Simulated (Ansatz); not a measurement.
We consider B20 (FeSi-type) FeGe, described by revPBE (plane waves, PAW; Ansatz, a quantum-chemistry and plane-wave program).

Run with plane-wave cutoff 520 eV, 12×12×12 k mesh, Fermi–Dirac smearing 0.05 eV, spin-polarised with parallel moments, scalar-relativistic PAW data made under PBE.

Energies at three volumes about the minimum:

```csv
V (Å³/atom),E − E_lowest (meV/atom)
12.653,2.49
12.911,0.00
13.169,2.20
```

Problem. Fit a parabola by hand: where is the minimum, and what is the bulk modulus?

Solution. Slopes: (0.00 − 2.49)/(12.911 − 12.653) = -9.651 and (2.20 − 0.00)/(13.169 − 12.911) = 8.527 meV/Å³. Curvature E″ = 2 × (8.527 − (-9.651))/(13.169 − 12.653) = 70.457 meV/Å⁶. From the middle of the first interval, the slope vanishes at V0 = 12.7820 − (-9.651)/70.457 = 12.919 Å³/atom. B = V0 E″ = 12.919 × 70.457 meV/Å³ × 0.1602 GPa per meV/Å³ = 146 GPa. The full Birch–Murnaghan fit to all volumes gives V0 = 12.913 Å³/atom and B0 = 144 GPa.

Shape and atoms are relaxed at each volume.

Measured, for comparison: bulk modulus 147 ± 3 GPa (82 K, zero-point motion not removed; as tabulated in Wilhelm et al. (2007), arXiv:cond-mat/0703031); equilibrium volume per atom 12.97 Å³/atom (295 K, no zero-point or thermal correction; as tabulated in Wilhelm et al. (2007), arXiv:cond-mat/0703031). Computed (rounded) less measured: bulk modulus -2 % (inside the measured uncertainty), equilibrium volume per atom -0.5 %. A static lattice is as a rule a little smaller and stiffer than an uncorrected measurement, which narrows the difference in the equilibrium volume per atom and would widen misses of the other sign.

Note: the collinear magnetic order is the start's and need not be the measured one; the bulk modulus comes from volumes at which shape and atoms were relaxed.
